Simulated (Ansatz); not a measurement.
Functionals compared on the (30-31) surface of hcp Be in its 1x1 cell, outermost plane spacing 0.32 Å in the ideal cut, in Ansatz (plane waves, PAW). The structure was relaxed with PBE; the other rows are single points on it, each with its references at the same level. Cutoff 420 eV (500 eV for r2SCAN).

Slab: 34 atoms, 10.6 Å thick at the start; k 17x4x1, smearing 0.1 eV, dipole-corrected; all atoms relaxed; held to the part of the start's symmetry that mesh and held atoms allow; no spin, no spin-orbit, no U. These notes are the PBE run's.

```csv
functional,surface energy (J/m²),work function of the top face (eV),rough cost of the single point
PBE,1.91,4.64,–
LDA,___,___,roughly 100 core-seconds
PBEsol,2.08,4.69,about 2.1 core-minutes (a rough figure)
RPBE,1.77,4.55,about 2.1 core-minutes (a rough figure)
r2SCAN,1.96,4.64,roughly 3 core-minutes
```

Question: Fill in the missing entries.

Answer: 
- LDA, surface energy (J/m²): 2.16
- LDA, work function of the top face (eV): 4.82

Ansatz is a first-principles code.
